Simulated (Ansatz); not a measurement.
The starting structures come from a database of crystals and need not be the phases stable at ambient conditions.

 Where the default PAW files enter, the runs use the earlier of Ansatz's two default sets.

The decay constant κ of evanescent states in the gap governs leakage through a thin film.

Here is the system:

```yaml
crystal:
  lattice:
    - [4.19870, 0.00000, 0.00000]
    - [0.00000, 4.19870, 0.00000]
    - [2.09935, 2.09935, 2.96893]
  atoms:
    - { symbol: Mg, position: [0.00000, 0.00000, 0.00000] }
    - { symbol: Se, position: [0.75000, 0.25000, 0.50000] }
```

Space group of this cell: F-43m, zinc blende. The cell is taken as given.

Transport runs along the normal of the first two printed cell vectors, the (001) plane of the conventional cell.

No gap correction and no spin-orbit coupling; mid-gap values are interpolated between computed energies.

Compute, with PBEsol in Ansatz (a first-principles code), the band gap and the smallest decay constant κ at mid-gap.

Gap 2.52 eV on a 10×10×10 mesh; κ = 0.181 1/Å, at the zone centre.
